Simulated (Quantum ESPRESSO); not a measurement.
**Parameter sweep on Li3CrO4 (Cmc2_1, 16 atoms in the cell)**

```
Li3CrO4
1.0
    3.04586     4.02753     0.00000
   -3.04586     4.02753     0.00000
    0.00000     0.00000     6.23464
Li Cr O
6 2 8
Direct
  0.74221   0.25875   0.75112
  0.25779   0.74125   0.25112
  0.25875   0.74221   0.75112
  0.74125   0.25779   0.25112
  0.22750   0.22750   0.01363
  0.77250   0.77250   0.51363
  0.75241   0.75241   0.05901
  0.24759   0.24759   0.55901
  0.47456   0.02406   0.73591
  0.52544   0.97594   0.23591
  0.02406   0.47456   0.73591
  0.97594   0.52544   0.23591
  0.54549   0.54549   0.97666
  0.45451   0.45451   0.47666
  0.03970   0.03970   0.47525
  0.96030   0.96030   0.97525
```
Moments meant for the start (each program seeds them in its own way; μB, in the order of the atoms Li Li Li Li Li Li Cr Cr O O O O O O O O): 0.0 0.0 0.0 0.0 0.0 0.0 3.0 3.0 0.0 0.0 0.0 0.0 0.0 0.0 0.0 0.0.

Base run A: PBEsol+U, GBRV 1.5 ultrasoft (PBESOL) pseudopotentials run with Quantum ESPRESSO, self-consistent single point.

Its settings: ecutwfc = 50 Ry; ecutrho = 400 Ry; occupations = smearing; smearing = gauss; degauss = 0.000734986 Ry; nspin = 2; K_POINTS = automatic 3 3 3 0 0 0; HUBBARD = atomic; U Cr-3d 3.7 eV; conv_thr = 1e-10 Ry; mixing_beta = 0.3.

The starting cell comes from a database of computed structures (which also holds hypothetical and non-ambient phases and stackings), without a prior relaxation at this level. Its lattice was rescaled by a random factor within 2.5 % of one. The magnetic order is the one reached from the typed start; others were not searched systematically. With U or open f shells several self-consistent states can exist. In the base run, with a pressure of about -7 GPa the cell is away from its equilibrium volume at this level.

A dash stands where there is no value to compare (another energy zero or no entropy term, no result, no spin, no clean gap, or a mesh too coarse for one). Total energies depend on the potentials, the functional and any Hubbard or dispersion term, so they are compared only between runs that share all of them.

```json
[
 {"run": "A", "change": "base", "pressure (GPa)": "-7.40", "largest force (eV/Å)": "0.756", "gap on the mesh (eV)": "0.815", "size of the net moment (μB/atom)": "0.12", "k-points": "8"},
 {"run": "B", "change": "nspin: 2 → default; HUBBARD: atomic; U Cr-3d 3.7 eV → default [PBEsol]", "pressure (GPa)": "-8.83", "largest force (eV/Å)": "0.845", "gap on the mesh (eV)": "–", "size of the net moment (μB/atom)": "–", "k-points": "8"},
 {"run": "C", "change": "opposed starting moments; HUBBARD: atomic; U Cr-3d 3.7 eV → atomic; U Cr1-3d 3.7; U Cr2-3d 3.7 eV", "pressure (GPa)": "-7.45", "largest force (eV/Å)": "0.777", "gap on the mesh (eV)": "1.025", "size of the net moment (μB/atom)": "0.00", "k-points": "10"}
]
```

Left out of this page: 3 runs of the series outside the window shown, repeating another row's setting, or not comparable.
